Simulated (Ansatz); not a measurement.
How far PBE and PBEsol part for InP, In → Ir

Take InP in the zinc blende structure (space group F-43m, No. 216; a = 5.960 Å) as the base.

(Cell as relaxed with PBE.)

Levels (all Ansatz, an electronic-structure program, PAW, earlier PAW set): PBE (420 eV, spin-orbit coupling left out); PBEsol (420 eV, no spin-orbit coupling).

Each level relaxes its own structure.

```
base                      PBE    PBEsol
-------------------  --------  --------
volume per atom      26.46 Å³  25.40 Å³
lattice parameter a   5.960 Å   5.879 Å
band gap              0.44 eV   0.57 eV
```

Perturbation: Ir takes the place of In on all its sites; the structure is relaxed again.

```tsv
quantity	PBE	PBEsol
shortest interatomic distance	2.274 Å	(withheld)
band gap	zero	(withheld)
```

Q: Predict the PBEsol column.

A: 
- shortest interatomic distance, PBEsol: 2.252 Å
- band gap, PBEsol: zero

PBE's shortest interatomic distance lies 0.022 Å above PBEsol's (1.0 %); the two agree on the band gap. Neither level is exact; PBEsol is the comparison here, not a measurement.

Whether these cells are dynamically stable was not tested. As relaxed here, IrP is a hypothetical phase, not in the database extracts checked. All final runs are without spin polarisation.
